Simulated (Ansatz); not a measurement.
The starting structures come from a database of crystals and need not be the phases stable at ambient conditions.

 Where the default PAW files enter, the runs use the earlier of Ansatz's two default sets.

Tunnelling through a barrier is set by its complex band structure: the current falls as exp(−2κd) with the smallest κ.

```yaml
crystal:
  lattice:
    - [4.67575, 0.00000, 0.00000]
    - [2.29233, 4.07528, 0.00000]
    - [0.00000, 0.00000, 7.86601]
  atoms:
    - { symbol: Cd, position: [0.15153, 0.15153, 0.00017] }
    - { symbol: Cd, position: [0.84847, 0.84847, 0.50017] }
    - { symbol: Te, position: [0.81781, 0.81781, 0.12483] }
    - { symbol: Te, position: [0.18219, 0.18219, 0.62483] }
```

Space group of this cell: Cmc2_1. The cell is strained (lengths along the current scaled by 1.03, ions clamped); by r2SCAN its mean pressure is -2.1 GPa.

Transport runs along the normal of the first two printed cell vectors.

The gap is the functional's own, uncorrected, and κ follows it; spin-orbit coupling is left out. Mid-gap values are interpolated between the computed energies.

**Question.** Give the band gap and the smallest decay constant κ at mid-gap that r2SCAN run with Ansatz (a first-principles code) yields.

**Answer.** Gap 0.98 eV on a 8×8×4 mesh; κ = 0.073 1/Å, at the zone centre.
